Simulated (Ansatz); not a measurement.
Take SnO2 in the rutile structure (space group P4_2/mnm, No. 136) as the base.

```xyz
6
Lattice="4.8275 0.0000 0.0000 0.0000 4.8275 0.0000 0.0000 0.0000 3.2382" Properties=species:S:1:pos:R:3 pbc="T T T"
Sn     0.0000     0.0000     0.0000
Sn     2.4138     2.4138     1.6191
O      1.4800     1.4800     0.0000
O      3.8938     0.9338     1.6191
O      0.9338     3.8938     1.6191
O      3.3475     3.3475     0.0000
```

Cartesian axes are those of the cell as printed.

Level of theory: PBE/PAW in Ansatz (a program for electronic structure), spin-orbit coupling left out.

Now apply this change: biaxial strain −0.27 %, plane normal [001], relaxed out of plane (Cartesian); in-plane vectors clamped, the third vector and the atoms free.

Problem. Estimate the effect on the in-plane stress.

Solution. The mean in-plane stress (compression positive) comes out as +0.7 GPa.

Problem. What does the calculation give for the out-of-plane strain after the change?

Solution. The out-of-plane strain is +0.19 %.

Stability against distortions was not tested.
